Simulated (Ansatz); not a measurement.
```yaml
crystal:
  lattice:
    - [2.78774, 0.00000, 0.00000]
    - [1.39387, 2.41425, 0.00000]
    - [1.39387, -0.80475, 2.20547]
  atoms:
    - { symbol: Pd, position: [0.00000, 0.00000, 0.00000] }
```

No spin polarisation.

The values are results of PBEsol in Ansatz (plane waves to 420 eV, PAW, no spin-orbit coupling), not measurements. k-mesh 29×29×29 (Γ-centred); smearing 0.1 eV (Fermi–Dirac).

Task: What is the computed pressure (mean of the normal stresses, compression positive)?

Result: -3.3 GPa.

Task: What space group does the calculation give?

Result: R-3m (No. 166).

Task: What band gap does the calculation give?

Result: Zero.

The cells carry an imposed strain or load. No phonon test of stability was made. All final runs are without spin polarisation. The cell was made from Pd in the fcc (Cu type) structure (space group Fm-3m, No. 225) by this change: biaxial strain +1.67 %, plane normal [111], relaxed out of plane.

Ansatz is a quantum-chemistry and plane-wave program.
